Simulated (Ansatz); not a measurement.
Abridged Ansatz (an electronic-structure program) output:

```
Pseudopotential: Al, paw, valence charge 3
Pseudopotential: Bi, paw, valence charge 15
Pseudopotential: O, paw, valence charge 6
Crystal: 5 atoms, lattice volume = 52.881 Å³
Basis set: ecut = 420 eV, 1021 PW (Γ), exchange–correlation on 54×54×54 points (8 copies of the dense FFT grid, shifted against one another)
Bands: 23, of which v1, the nominal top of the filled ones, is band 18 counted from 1 (17 counted from 0)
Symmetry: 48 space group operations
k-points: 35 of 729
Functional: x = pbesol(κ = 0.804, μ = 0.12345679012345678), c = pbesol(β = 0.046)
SCF iter   1: F=—  HF=-14451.941055 eV  |F-HF|=—  |Δ(HF+E_count)|=         —  Δρ=1.50e-2  dr2=9.15e-2  ethr=1.77e-3  ⟨swp⟩=6.1  Hψ=4053  notcnv=0
SCF iter   2: F=—  HF=-14451.917312 eV  |F-HF|=—  |Δ(HF+E_count)|=   2.37e-2  Δρ=4.48e-3  dr2=9.86e-3  ethr=2.54e-4  ⟨swp⟩=2.9  Hψ=1587  notcnv=0  defer=29
SCF 1 converged in 8 iterations: F = -14451.915462 eV  dr2 = 1.30e-11
SCF converged after 8 iterations
Free energy (F): -14451.915462 eV
Internal energy: -14451.915462 eV  (E = F + TS)
E sigma→0 (E₀):  -14451.915462 eV
Fermi energy:    12.508778 eV
--- Forces (eV/Å), atoms counted from 1 ---
  atom   1  Al     0.00000000     0.00000000     0.00000000
  atom   2  Bi    -0.00000000    -0.00000000    -0.00000000
  atom   3  O     -0.00000000    -0.00000000    -0.00000000
  atom   4  O      0.00000000     0.00000000     0.00000000
  atom   5  O      0.00000000     0.00000000     0.00000000
--- Stress (GPa, compression-positive) ---
       -0.004026       0.000000       0.000000
        0.000000      -0.004026       0.000000
        0.000000       0.000000      -0.004026
  P = ⅓ Tr σ = -0.0040 GPa (-0.040 kbar)
```

**Question.** What was computed, and what are the main results?

**Answer.** AlBiO3, 5 atoms in the cell, with PBEsol, PAW, 420 eV (Ansatz; without spin-orbit coupling). The last SCF converged to F = -14451.915462 eV, or -2890.3831 eV per atom, at a pressure of 0.00 GPa. The total energy compares only with runs of the same code, potentials and settings.

Spin-orbit coupling, missing from the scalar runs, can matter with Bi. No phonon test of stability was made. The cell is AlBiO$_{3}$ in the cubic perovskite structure (space group Pm-3m, No. 221; a cell from a computed database, its experimental status unchecked). Many cubic perovskites are stable only at high temperature; tilts and polar distortions were not tested.
